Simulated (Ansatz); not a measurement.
MgSe, pressure series

The reference is MgSe in the rock salt structure (space group Fm-3m, No. 225; a = 5.508 Å).

Cell and atoms are relaxed at each pressure.

Calculations: PBE, PAW, 420 eV (Ansatz, a program for electronic structure; no spin-orbit coupling).

| pressure (GPa) | volume per atom (Å³/atom) |
|---|---|
| -2 | 21.648 |
| 0 | 20.888 |
| 0.9 | 20.594 |
| 2.1 | 20.228 |
| 4.5 | 19.577 |
| 9 | ? |
| 15 | 17.569 |
| 22.5 | 16.585 |
| 30 | 15.805 |

### Question
Fit the third-order Birch–Murnaghan form P(V) = (3B₀/2)[(V₀/V)^(7/3) − (V₀/V)^(5/3)]·[1 + (3/4)(B₀′ − 4)((V₀/V)^(2/3) − 1)] (squares taken in P) to the rows shown and predict the withheld row.

### Answer
Least squares on the printed values gives V₀ = 20.892 Å³/atom, B₀ = 60.8 GPa, B₀′ = 4.1; this predicts 18.591 Å³/atom, and the run gives 18.590 Å³/atom, in agreement.

Load acts through the strain it causes; cell and atoms are relaxed under it. No phonon test of stability was made. No other phases were tried under pressure.
